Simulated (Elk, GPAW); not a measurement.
A GPAW input for a self-consistent single point of MoS2 (P1, 3 atoms in the cell) (DFT LDA (Perdew-Wang 92), plane waves, GPAW PAW datasets LDA (gpaw-data 1.0.1)):

```python
from ase import Atoms
from ase.units import GPa
from gpaw import GPAW

atoms = Atoms(['Mo', 'S', 'S'],
              cell=[[3.144965, 0.000000, 0.000000],
                    [-1.572483, 2.723619, 0.000000],
                    [0.000000, 0.000000, 17.121384]],
              scaled_positions=[[-0.001423, 0.002665, 0.001234],
                                [0.337881, 0.684612, 0.087541],
                                [0.330208, 0.646057, 0.911225]],
              pbc=True)

calc = GPAW(mode={'name': 'pw', 'ecut': 600},
            xc='LDA',
            kpts={'size': (6, 6, 1), 'gamma': True},
            occupations={'name': 'fixed-uniform'},
            nbands=-4,
            convergence={'forces': 0.001, 'bands': -2},
            symmetry={'symmorphic': False, 'tolerance': 0.0005},
            maxiter=150,
            txt='-')

atoms.calc = calc

energy = atoms.get_potential_energy()
print('Energy (eV):', round(energy, 6))
forces = atoms.get_forces()
print('Forces (eV/Ang):')
print(forces.round(5))
stress = atoms.get_stress()
print('Stress (GPa, Voigt):', (stress / GPa).round(4))
```

Task: Write the same calculation as an input for Elk.

Result: One input that does it (others would too):

```
tasks
  0

xctype
  3

tforce
  .true.

rgkmax
  7.5

gmaxvr
  18.0

lmaxapw
  10

lmaxo
  8

nxlo
  2

lorbcnd
  .true.

lradstp
  2

nrmtscf
  2.0

lmaxi
  4

stype
  0

swidth
  0.0001

avec
    5.9431218844    0.0000006203    0.0000000000
   -2.9715614794    5.1468942195    0.0000000000
    0.0000000000    0.0000000000   32.3547266345

atoms
  2   : nspecies
  'Mo.in'   : spfname
  1   : natoms; atposl, bfcmt below
  -0.0014230000  0.0026650000  0.0012340000    0.0 0.0 0.0
  'S.in'   : spfname
  2   : natoms; atposl, bfcmt below
  0.3378810000  0.6846120000  0.0875410000    0.0 0.0 0.0
  0.3302080000  0.6460570000  0.9112250000    0.0 0.0 0.0

ngridk
  6 6 1
```

Basis settings and potentials, where a program has them, do not carry over. This input uses DFT, LDA (PW92), all-electron FP-LAPW, Elk's shipped species files, APW+lo basis with extra local orbitals. LDA parametrisations can differ slightly between programs.

The starting cell comes from a database of computed structures (which also holds hypothetical and non-ambient phases and stackings), without a prior relaxation at this level. Its lattice was rescaled by a random factor within 2.5 % of one. For this run, on top of that: atoms moved at random.
